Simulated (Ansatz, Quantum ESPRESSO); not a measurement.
## NaSbF₆ (Fm-3m, 8 atoms in the cell) computed with different codes at matched settings

Self-consistent single point.

```
CELL_PARAMETERS angstrom
      0.00000     4.10773     4.10773
      4.10773     0.00000     4.10773
      4.10773     4.10773     0.00000
ATOMIC_POSITIONS crystal
  Na 0.50000 0.50000 0.50000
  Sb 0.00000 0.00000 0.00000
  F  0.77128 0.77128 0.22872
  F  0.22872 0.22872 0.77128
  F  0.22872 0.77128 0.77128
  F  0.77128 0.22872 0.22872
  F  0.77128 0.22872 0.77128
  F  0.22872 0.77128 0.22872
```

Shared settings, as Ansatz (a first-principles code) writes them: kpoints.mp_grid.grid = 5 5 5; magnetization.spin_orbit = true; scf.occupations.method = fermi_dirac; scf.occupations.width = 0.01 eV. Potentials and cutoffs stand in the table.

| code | model | pressure (GPa) | largest force (eV/Å) | gap on the mesh (eV) | cutoff |
|---|---|---|---|---|---|
| Ansatz | LDA (PW92) with spin-orbit coupling, default PAW files made with PBE | -0.35 | 0.243 | 5.310 | 420 eV |
| Quantum ESPRESSO | LDA (PZ), spin-orbit coupling, PseudoDojo fully relativistic norm-conserving (PBE) pseudopotentials | 1.26 | 0.420 | 5.192 | 90 Ry |

Gaps are read on the mesh.

The spread over the programs that give each value: pressure within 1.61 GPa; largest force within 0.177 eV/Å; gap on the mesh within 0.118 eV.

Ansatz's pressure is given at a fixed set of plane waves, as the other plane-wave codes print theirs; with its correction for the finite basis it is 0.42 GPa (the shift of 0.77 GPa shows how far the cutoff is from converged). The same LDA comes in different parametrisations, which differ slightly.

The starting cell comes from a database of computed structures (which also holds hypothetical and non-ambient phases and stackings), without a prior relaxation at this level. Its lattice was rescaled by a random factor within 2.5 % of one.

Keys are those of Ansatz 0.2.
